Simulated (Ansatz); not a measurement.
Base system: CdO in the rock salt structure (space group Fm-3m, No. 225; a = 4.690 Å).

Level of theory: Ansatz (a quantum-chemistry and plane-wave program), PBEsol, PAW, cutoff 420 eV, spin-orbit coupling left out.

```csv
level,band gap,lattice parameter a
PBEsol,zero,4.690 Å
```

From these computed values, estimate the measured ones, and say how each level misses.

Measured: band gap 0.84 eV (0 K or low temperature; as listed in E. Menéndez-Proupin et al., Physical Review B (2004)); lattice parameter a 4.696 Å (temperature not stated; as listed in Priya Gopal et al., Physical Review B (2015)). Computed minus measured — band gap: PBEsol -0.84 eV; lattice parameter a: PBEsol -0.1 %. Measured values not marked as corrected hold thermal and zero-point effects that the static-lattice runs lack. A measured gap can be an optical one, lowered by exciton binding. Levels without spin-orbit coupling miss its effect on the gap.

No phonon test of stability was made. The final runs are not spin-polarised. A zero or small gap of CdO can be the functional's error rather than a property of the material.
